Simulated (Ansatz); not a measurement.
The starting structures come from a database of crystals and need not be the phases stable at ambient conditions.

 Where the default PAW files enter, the runs use the earlier of Ansatz's two default sets.

Tunnelling through a barrier is set by its complex band structure: the current falls as exp(−2κd) with the smallest κ.

Input:

```xyz
10
Lattice="5.1432 0.0000 0.0000 -2.5716 4.4542 0.0000 2.5716 1.4847 4.6292" Properties=species:S:1:pos:R:3 pbc="T T T"
Rh     2.5716     1.4847     2.5348
Rh     2.5716     4.4542     2.0944
Rh     5.1432     2.9694     4.4090
Rh     0.0000     2.9694     0.2202
O      1.8005     2.8203     1.1573
O      3.3427     3.1185     3.4719
O     -0.7711     4.6033     1.1573
O      5.9143     1.3356     3.4719
O      4.1139     1.4847     1.1573
O      1.0294     4.4542     3.4719
```

Space group of this cell: R-3c, corundum. The cell is taken as given; by r2SCAN its mean pressure is -0.7 GPa.

Transport runs along the normal of the first two printed cell vectors, the (001) plane of the conventional cell.

The gap is the functional's own, uncorrected, and κ follows it; spin-orbit coupling is left out. Mid-gap values are interpolated between the computed energies.

State the band gap and the smallest decay constant κ at mid-gap according to r2SCAN (Ansatz, an electronic-structure program).

Gap 0.97 eV on a 8×8×8 mesh; κ = 0.302 1/Å, at (0.250, 0.000) of the in-plane reciprocal vectors. At the zone centre, at the nearest computed energy, the slowest state has κ = 0.39 1/Å.
